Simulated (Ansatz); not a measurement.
## Os, pressure series

Consider Os in the hcp (Mg type) structure (space group P6_3/mmc, No. 194).

```cif
data_Os2
_chemical_formula_sum 'Os2'
_space_group_name_H-M_alt 'P63/mmc'
_space_group_IT_number 194
_space_group_name_Hall '-P 6c 2c'
_cell_length_a 2.75485
_cell_length_b 2.75485
_cell_length_c 4.34430
_cell_angle_alpha 90.000
_cell_angle_beta 90.000
_cell_angle_gamma 120.000
loop_
_atom_site_label
_atom_site_type_symbol
_atom_site_symmetry_multiplicity
_atom_site_Wyckoff_symbol
_atom_site_fract_x
_atom_site_fract_y
_atom_site_fract_z
_atom_site_occupancy
Os1 Os 2 c 0.33333 0.66667 0.25000 1
```

Cell and atoms are relaxed at each pressure.

All numbers come from PBE (Ansatz, a program for electronic structure), spin-orbit coupling left out.

```
P (GPa)  V (Å³/atom)
-------  -----------
-2.01         14.350
-1.01         14.313
0.89          14.245
2.09          14.203
4.51          14.120
9.01          13.972
15.00         13.789
22.50         13.577
30.00         13.382
```

### Question
Fit a third-order Birch–Murnaghan equation of state.

### Answer
Least squares on P(V) = (3B₀/2)[(V₀/V)^(7/3) − (V₀/V)^(5/3)]·[1 + (3/4)(B₀′ − 4)((V₀/V)^(2/3) − 1)] gives V₀ = 14.28 Å³/atom, B₀ = 398 GPa and B₀′ = 4.8.

Load acts through the strain it causes; cell and atoms are relaxed under it. Stability against distortions was not tested. No other phases were tried under pressure. All final runs are without spin polarisation.
